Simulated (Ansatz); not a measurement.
Base system: GaAs in the zinc blende structure (space group F-43m, No. 216; a = 5.603 Å). Axes: x, y, z lie along the cube axes.

Calculations: Ansatz (a quantum-chemistry and plane-wave program) LDA, scalar-relativistic without spin-orbit coupling.

Before the change:

The band gap is 0.49 eV.

Modification: tensile biaxial strain of 1.00 % in the plane normal to [001], as in epitaxy on a mismatched substrate; the out-of-plane cell vector and the atoms relax.

Q: Predict the new in-plane stress, out-of-plane strain and band gap.

A: The mean in-plane stress (compression positive) comes out as -1.2 GPa; the out-of-plane strain amounts to -0.91 %; the band gap drops by 0.16 eV, from 0.49 eV to 0.33 eV.

Whether these cells are dynamically stable was not tested.
